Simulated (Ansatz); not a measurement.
Worked example: self-consistent single point of RbBa3 (I4/mmm, 4 atoms in the cell) in Ansatz (a first-principles code).

Level of theory: r2SCAN, default PAW files made with PBE (plane waves; Ansatz).

```
CELL_PARAMETERS angstrom
     -3.20250     3.20250     6.79647
      3.20250    -3.20250     6.79647
      3.20250     3.20250    -6.79647
ATOMIC_POSITIONS crystal
  Rb 0.00000 0.00000 0.00000
  Ba 0.75000 0.25000 0.50000
  Ba 0.25000 0.75000 0.50000
  Ba 0.50000 0.50000 0.00000
```

Reference input (self-consistent single point, DFT, r2SCAN, plane waves, default PAW files made with PBE): basis.ecutwfc = 500 eV; kpoints.mp_grid.grid = 6 6 6; hamiltonian.xc = r2scan; hamiltonian.pseudopotentials = {kind: paw} (the program's default PAW files); scf.occupations.method = cold; scf.occupations.width = 0.1 eV. This run's input differs from it in these lines:

Ansatz 0.2 input:
```diff
@@ -14,3 +14,3 @@
 kpoints:
-  mp_grid: { grid: [6, 6, 6] }
+  mp_grid: { grid: [4, 4, 4] }
 hamiltonian:
```

Output, abridged:

```
SCF iter   1: F=—  HF=-21170.689982 eV  |F-HF|=—  |Δ(HF+E_count)|=         —  Δρ=3.00e-3  dr2=4.47e-2  dr2_τ=3.26e-3  ethr=1.77e-3  ⟨swp⟩=9.3  Hψ=1761  notcnv=0
all-band conjugate gradients solve this SCF's bands
preconditioner: auto → Resta (q_TF=auto, 1.966 Å⁻¹)
SCF iter   2: F=—  HF=-21170.809996 eV  |F-HF|=—  |Δ(HF+E_count)|=   1.20e-1  S|Δr|=    0.00e0  Δρ=2.09e-3  dr2=2.34e-2  dr2_τ=5.14e-4  ethr=1.15e-4  ⟨swp⟩=2.2  Hψ=694  notcnv=0
   [... lines left out ...]
SCF iter   5: F=—  HF=-21170.814172 eV  |F-HF|=—  |Δ(HF+E_count)|=   2.89e-5  S|Δr|=    0.00e0  Δρ=3.66e-5  dr2=6.45e-6  dr2_τ=2.36e-7  ethr=3.27e-7  ⟨swp⟩=3.0  Hψ=539  notcnv=0
SCF iter   6: F=—  HF=-21170.814036 eV  |F-HF|=—  |Δ(HF+E_count)|=   1.37e-4  S|Δr|=    0.00e0  Δρ=1.10e-5  dr2=7.43e-7  dr2_τ=1.40e-8  ethr=1.65e-8  ⟨swp⟩=2.0  Hψ=519  notcnv=0
SCF iter   7: F=-21170.814036 eV  HF=-21170.814036 eV  |F-HF|=4.67e-9  |Δ(HF+E_count)|=   5.92e-7  S|Δr|=    0.00e0  Δρ=2.49e-6  dr2=6.10e-8  dr2_τ=4.47e-9  ethr=2.56e-10  ⟨swp⟩=9.5  Hψ=1756  notcnv=0
SCF 1 converged in 7 iterations: F = -21170.814036 eV  dr2 = 6.10e-8
Stability not checked (fill_not_monotonic)
Free energy (F): -21170.814036 eV
Internal energy: -21170.810297 eV  (E = F + TS)
E sigma→0 (E₀):  -21170.812790 eV
Entropy (-TS):   -0.003739 eV (-0.935 meV/atom)
Fermi energy:    4.753280 eV
--- Forces (eV/Å), atoms counted from 1 ---
  atom   1  Rb    -0.00000000     0.00000000     0.00000000
   [... zero for the other atoms too ...]
--- Stress (GPa, compression-positive) ---
        0.162542       0.000000       0.000000
        0.000000       0.162542      -0.000000
        0.000000       0.000000       0.177502
  P = ⅓ Tr σ = 0.1675 GPa (1.675 kbar)
  The stress holds the Pulay correction. Without it, at fixed plane waves, as pw.x and ABINIT print it: P = 0.1642 GPa
```

The run converged in 7 iterations. Against the reference run the free energy falls by 2.0 meV/atom and the pressure hardly changes (0.23 to 0.17 GPa).

The starting cell comes from a database of computed structures (which also holds hypothetical and non-ambient phases and stackings), without a prior relaxation at this level. Ansatz's pressure includes its estimate of the finite-basis (Pulay) stress.
